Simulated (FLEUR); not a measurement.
A self-consistent single point of GaSn3 (Fm-3m, 4 atoms in the cell) with FLEUR.

Method of the run: LDA (Vosko-Wilk-Nusair), all-electron FLAPW (FLEUR), scalar-relativistic valence.

```
GaSn3
1.0
    0.00000     3.70595     3.70595
    3.70595     0.00000     3.70595
    3.70595     3.70595     0.00000
Ga Sn
1 3
Direct
  0.00000   0.00000   0.00000
  0.25000   0.25000   0.25000
  0.75000   0.75000   0.75000
  0.50000   0.50000   0.50000
```

Reference input (self-consistent single point, DFT, LDA (Vosko-Wilk-Nusair), all-electron FLAPW (FLEUR), scalar-relativistic valence): Kmax = 3.8 1/bohr; GmaxXC = 13.3 1/bohr; xcFunctional = vwn; jspins = 1; l_soc = F; mode = hist; fermiSmearingEnergy = 0.00499791 Htr; mesh (inpgen div1-3) = 9 9 9; inpgen gamma flag = false; Gmax = 13.3 1/bohr; numbands = 0; maxIterBroyd = 15. This run's input differs from it in these lines:

```diff
@@ -17,3 +17,3 @@
 &exco xctyp='vwn' /
-&kpt div1=9 div2=9 div3=9 /
+&kpt div1=4 div2=4 div3=4 gamma=t /
 &end /
```

Output, abridged:

```
 Iteration:     1   Distance:       2.64932322 me/bohr^3
 Iteration:     2   Distance:       2.44419051 me/bohr^3
 Iteration:     3   Distance:       1.20769071 me/bohr^3
 Iteration:     4   Distance:       0.32366179 me/bohr^3
 Iteration:     5   Distance:       0.24349107 me/bohr^3
   [... 6 lines left out ...]
 Iteration:    12   Distance:       0.00024868 me/bohr^3
 Iteration:    13   Distance:       0.00003825 me/bohr^3
 Iteration:    14   Distance:       0.00001224 me/bohr^3
 Iteration:    15   Distance:       0.00000942 me/bohr^3
 Run finished successfully
 Stop message:
   Structural relaxation: Done

[file out, last iteration]
             iter=     16
[...]
          total density-effective poten   -3.3766637648E+04
          total charge density-energy d   -5.5282639268E+02
 Updated energy parameters for spin:           1
[...]
 fermi energy and band-weighting factors:
    0.738455    0.758258

[...]
FERMIE:
          first approx. to ef    (T=0)  :   0.261668 htr   (energy of the highest occ. eigenvalue)
          number of occ. states  (T=0)  :        222
          first approx. to seigv (T=0)  : -17.276048 htr
          sum of weights of occ. states :  27.500000
          sum of semicore charge        :   0.000000 e
FERHIS:  Fermi-Energy by histogram:
          bandgap                     :   0.000031 htr
   [... lines left out ...]
          charge neutrality (T=0)     :   0.000000    (zero if the highest occ. eigenvalue is "entirely" occupied)
     EF_NEWTON:  Adjust Fermi-Energy by Newton-Method.
 Direct bandgap for spin            1 :    1.4018816638807774E-002  Htr
 ---->    free energy=                    -20462.8755504534 htr
   [... lines left out ...]
 TOTAL FORCE FOR ATOM TYPE=  1  X=  0.000   Y=  0.000   Z=  0.000
                       FX_TOT= 0.000000 FY_TOT= 0.000000 FZ_TOT= 0.000000
 TOTAL FORCE FOR ATOM TYPE=  2  X=  3.502   Y=  3.502   Z=  3.502
                       FX_TOT= 0.000000 FY_TOT= 0.000000 FZ_TOT= 0.000000
 TOTAL FORCE FOR ATOM TYPE=  3  X=  7.003   Y=  7.003   Z=  7.003
                       FX_TOT= 0.000000 FY_TOT= 0.000000 FZ_TOT= 0.000000
 Structural relaxation: Done
```

The run converged in 15 iterations. FLEUR gives forces in its relaxation mode, with a further iteration, so its stop message speaks of a relaxation. Against the reference run the free energy drops by 60.8 meV/atom.

The starting cell comes from a database of computed structures (which also holds hypothetical and non-ambient phases and stackings), without a prior relaxation at this level. Values depend on the basis (sphere radii, cutoffs, local orbitals), which need not be converged. The log's line on a gap gives a spacing of levels on this mesh, which the program prints for metals too.

Cost on one core of a shared machine: roughly 50 s.
